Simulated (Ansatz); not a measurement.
Consider the following.

```
InAgTe2
1.0
   -3.21597     3.21597     6.57441
    3.21597    -3.21597     6.57441
    3.21597     3.21597    -6.57441
In Te Ag
2 4 2
Direct
  0.50000   0.50000   0.00000
  0.25000   0.75000   0.50000
  0.37500   0.36624   0.49124
  0.63376   0.12500   0.00876
  0.87500   0.88376   0.50876
  0.11624   0.62500   0.99124
  0.00000   0.00000   0.00000
  0.75000   0.25000   0.50000
```

No spin polarisation.

Level of theory: PBEsol/PAW in Ansatz (a program for electronic structure), no spin-orbit coupling. Settings: 7×7×7 k-points, 0.05 eV Fermi–Dirac smearing.

**Question.** Predict the pressure, band gap and space group.

**Answer.** Pressure (mean of the normal stresses, compression positive): -1.2 GPa
Band gap: zero
Space group: I-42d (No. 122)

With Te present, leaving out spin-orbit coupling can change the band edges. The cells carry an imposed strain or load. Whether these cells are dynamically stable was not tested. The final runs are not spin-polarised. The cell was made from InAgTe2 in the chalcopyrite structure (space group I-42d, No. 122) by this change: uniaxial strain ε_zz = +3.00 %. Gaps under 0.05 eV, about the width of the smearing, are given as zero. A zero or small gap of InAgTe2 can be the functional's error rather than a property of the material.
